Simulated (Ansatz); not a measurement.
The parent structure is Lu in the hcp (Mg type) structure (space group P6_3/mmc, No. 194; a = 3.5062 Å, c = 5.4820 Å; relaxed with 0.1 eV smearing). Axes: x lies along a and z along c of the hexagonal cell.

Level of theory: PBE (Ansatz, a program for electronic structure; PAW; 420 eV plane waves; scalar-relativistic without spin-orbit coupling).

Strains are applied to the cell and any free atomic positions relax; under biaxial strain the out-of-plane vector relaxes too.

One change was made to it. Results:

The pressure (mean of the normal stresses, compression positive) goes from zero to 1.1 GPa; the volume per atom decreases by 0.66 Å³, from 29.18 Å³ to 28.52 Å³.

Q: Which of these changes matches the shifts?
A. biaxial strain −1.00 %, plane normal [001], relaxed out of plane
B. biaxial strain +0.50 %, plane normal [001], relaxed out of plane
C. biaxial strain −1.50 %, plane normal [001], relaxed out of plane
D. biaxial strain −0.50 %, plane normal [001], relaxed out of plane
E. biaxial strain +2.00 %, plane normal [001], relaxed out of plane

A: C, biaxial strain −1.50 %, plane normal [001], relaxed out of plane. For comparison, the volume per atom in the other runs: biaxial strain −0.50 %, plane normal [001], relaxed out of plane gives 28.96 Å³; biaxial strain +0.50 %, plane normal [001], relaxed out of plane gives 29.41 Å³; biaxial strain −1.00 %, plane normal [001], relaxed out of plane gives 28.74 Å³; biaxial strain +2.00 %, plane normal [001], relaxed out of plane gives 30.09 Å³.

No phonon test of stability was made.
